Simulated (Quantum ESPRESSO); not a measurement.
Quantum ESPRESSO run on YIn5Rh (P4/mmm, 7 atoms in the cell): self-consistent single point.

Method: PBEsol, PseudoDojo standard norm-conserving (PBESOL) pseudopotentials (plane waves; Quantum ESPRESSO 7.5).

The change in words: lattice scaled by 0.98. Reference geometry:
```xyz
7
Lattice="4.6378 0.0000 0.0000 0.0000 4.6378 0.0000 0.0000 0.0000 7.4429" Properties=species:S:1:pos:R:3 pbc="T T T"
Y      0.0000     0.0000     0.0000
In     0.0000     2.3189     2.2435
In     0.0000     2.3189     5.1994
In     2.3189     0.0000     2.2435
In     2.3189     0.0000     5.1994
In     2.3189     2.3189     0.0000
Rh     0.0000     0.0000     3.7215
```

Reference input (self-consistent single point, DFT, PBEsol, plane waves, PseudoDojo standard norm-conserving (PBESOL) pseudopotentials): ecutwfc = 90 Ry; occupations = smearing; smearing = fd; degauss = 0.0099958 Ry; potentials = {Y: Y.upf, In: In.upf, Rh: Rh.upf}; K_POINTS = automatic 5 5 3 0 0 0; conv_thr = 1e-10 Ry. This run's input differs from it in these lines:

```diff
@@ -25,8 +25,8 @@
 Y     0.0000000000    0.0000000000    0.0000000000
-In    0.0000000000    2.3189100000    2.2435223899
-In    0.0000000000    2.3189100000    5.1994076101
-In    2.3189100000    0.0000000000    2.2435223899
-In    2.3189100000    0.0000000000    5.1994076101
-In    2.3189100000    2.3189100000    0.0000000000
-Rh    0.0000000000    0.0000000000    3.7214650000
+In    0.0000000000    2.2725320000    2.1986518215
+In    0.0000000000    2.2725320000    5.0954191785
+In    2.2725320000    0.0000000000    2.1986518215
+In    2.2725320000    0.0000000000    5.0954191785
+In    2.2725320000    2.2725320000    0.0000000000
+Rh    0.0000000000    0.0000000000    3.6470355000
 K_POINTS automatic
@@ -34,5 +34,5 @@
 CELL_PARAMETERS angstrom
-   4.6378200000     0.0000000000     0.0000000000
-   0.0000000000     4.6378200000     0.0000000000
-   0.0000000000     0.0000000000     7.4429300000
+   4.5450640000     0.0000000000     0.0000000000
+   0.0000000000     4.5450640000     0.0000000000
+   0.0000000000     0.0000000000     7.2940710000
```

Log, with long lists cut:

```
     Self-consistent Calculation

     iteration #  1     ecut=    90.00 Ry     beta= 0.70

     Threshold (ethr) on eigenvalues was too large:
     Diagonalizing with lowered threshold

     total energy              =    -979.13689473 Ry
     estimated scf accuracy    <       0.22125934 Ry

     iteration #  2     ecut=    90.00 Ry     beta= 0.70

     total energy              =    -979.16063715 Ry
     estimated scf accuracy    <       0.17983956 Ry

     iteration #  3     ecut=    90.00 Ry     beta= 0.70

     total energy              =    -979.19925780 Ry
     estimated scf accuracy    <       0.05225427 Ry

   [... 7 blocks of this kind left out ...]

     iteration # 11     ecut=    90.00 Ry     beta= 0.70

     total energy              =    -979.21205766 Ry
     estimated scf accuracy    <          4.8E-10 Ry

     iteration # 12     ecut=    90.00 Ry     beta= 0.70
     End of self-consistent calculation

     the Fermi energy is    13.6675 ev

!    total energy              =    -979.21205766 Ry
     estimated scf accuracy    <          6.3E-12 Ry
     smearing contrib. (-TS)   =      -0.01068965 Ry
     internal energy E=F+TS    =    -979.20136801 Ry

     convergence has been achieved in  12 iterations

     Forces acting on atoms (cartesian axes, Ry/au):

     atom    1 type  1   force =     0.00000000    0.00000000    0.00000000
     atom    2 type  2   force =     0.00000000    0.00000000   -0.01028121
     atom    3 type  2   force =     0.00000000    0.00000000    0.01028121
     atom    4 type  2   force =     0.00000000    0.00000000   -0.01028121
     atom    5 type  2   force =     0.00000000    0.00000000    0.01028121
   [... lines left out ...]

     Total force =     0.020562     Total SCF correction =     0.000001

          total   stress  (Ry/bohr**3)                   (kbar)     P=       33.48
   0.00022136   0.00000000   0.00000000           32.56        0.00        0.00
   0.00000000   0.00022136   0.00000000            0.00       32.56        0.00
   0.00000000   0.00000000   0.00024012            0.00        0.00       35.32

   JOB DONE.
```

The run converged in 12 iterations. Against the reference run the free energy rises by 5.1 meV/atom, the pressure goes from -1.83 to 3.35 GPa and the largest force goes from 0.064 to 0.264 eV/Å.

The starting cell comes from a database of computed structures (which also holds hypothetical and non-ambient phases and stackings), without a prior relaxation at this level. For this run, on top of that: lattice scaled by 0.98. Spin polarisation is off. With a pressure of about 3 GPa the cell is away from its equilibrium volume at this level.

Cost on one core of a shared machine: roughly 3 min.
